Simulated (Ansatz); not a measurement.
Consider MgO in the rock salt structure (space group Fm-3m, No. 225; a = 4.204 Å). Axes: x, y, z lie along the cube axes.

All numbers come from r2SCAN (Ansatz, a quantum-chemistry and plane-wave program, PAW, scalar-relativistic without spin-orbit coupling).

Strains are applied to the cell and any free atomic positions relax.

One change was made to it. Results:

The band gap drops by 0.12 eV (5.68 eV → 5.56 eV); the valence-band top at Γ (three highest levels, from the VBM) becomes 0.00, -0.11, -0.22 eV (base: 0.00, 0.00, 0.00 eV); the shortest interatomic distance stays 2.102 Å.

Task: What was done to the base?
A. tensor shear ε_xy = +0.86 %
B. tensor shear ε_xy = +0.57 %
C. tensor shear ε_xy = +1.43 %
D. tensor shear ε_xy = +2.00 %

Result: C, tensor shear ε_xy = +1.43 %. For comparison, the band gap in the other runs: tensor shear ε_xy = +2.00 % gives 5.51 eV; tensor shear ε_xy = +0.57 % gives 5.64 eV; tensor shear ε_xy = +0.86 % gives 5.61 eV.

No phonon test of stability was made.
